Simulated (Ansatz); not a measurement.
An Ansatz (a quantum-chemistry and plane-wave program) input (plane-wave PAW DFT at the PBEsol level (Ansatz, 420 eV), spin-orbit coupling left out):

Ansatz 0.2 input:
```yaml
crystal:
  lattice:
    - [5.5422755216, 0, 0]
    - [0, 5.5422755216, 0]
    - [2.7711377608, -2.7711377608, 3.7477630053]
  atoms:
    - { symbol: K, position: [0.75, 0.75, 0.5] }
    - { symbol: K, position: [0.25, 0.25, 0.5] }
    - { symbol: Se, position: [0, 0, 0] }
basis: { ecutwfc: 420, ecutrho_ratio: 4, xc_grid: 2, fft_grid_basis: typed }
kpoints: { mp_grid: { grid: [8, 8, 8] } }
hamiltonian:
  xc: pbesol
  dispersion: none
  pseudopotentials: { kind: paw }
scf: { occupations: { method: fermi_dirac, width: 0.05 } }
relax: { f_tol: 0.005, max_steps: 50, cell: { stress_tol: 0.01, fix: [a, b, gamma] } }
output: { forces: true, stress: true }
checkpoint: { write: state.ck, write_every: 1000 }
```

Which symmetry and how many k-points will the program report, and about how many plane waves at Γ?

Space group I4/mmm (ITA 139) with 16 operations, k-points 59 of 512, and 2245 plane waves at Γ.

And the final pressure?

-0.64 GPa (compression positive).

The cells carry an imposed strain or load. Stability against distortions was not tested. The cell was made from K₂Se in the anti-fluorite structure (space group Fm-3m, No. 225) by this change: biaxial strain +3.00 %, plane normal [001], relaxed out of plane.
